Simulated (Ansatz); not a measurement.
For YAl (Pm-3m), PBEsol, DFPT electron-phonon coupling, linearised Boltzmann equation (Ansatz, an electronic-structure program) gives a transport coupling λ_tr = 0.247 and a Drude plasma energy ħω_p = 3.61 eV.

Task: Estimate the resistivity at 300 K from the high-temperature formula ρ = 2π λ_tr k_B T / (ħ ε₀ ω_p²), and say how the full Boltzmann solution compares.

Result: The scattering rate is 1/τ = 2π λ_tr k_B T/ħ = 6.10e13 s⁻¹ and ω_p = 5.48e15 s⁻¹, so ρ ≈ 22.9 μΩ·cm. The Boltzmann solution gives 20.7 μΩ·cm, 0.91 times the estimate.

A metal at this level (no band gap). Only scattering by harmonic phonons is included (no impurities, grain boundaries, electron-electron scattering or thermal expansion). Spin-orbit coupling is left out. The squared frequency of the phonon mode least converged on the k mesh is uncertain by 15 %. The run warned that the eigensolver left some states short of its tolerance. Halving the electron mesh (24x24x24) moves the resistivity by up to 3 % at 300 K, the coupling by up to 1 %. Smearing 0.20 eV; phonons on a 4x4x4 q mesh, which this run doesn't test.

Computed structure, not matched to a measured one here, so possibly hypothetical: YAl (Pm-3m).
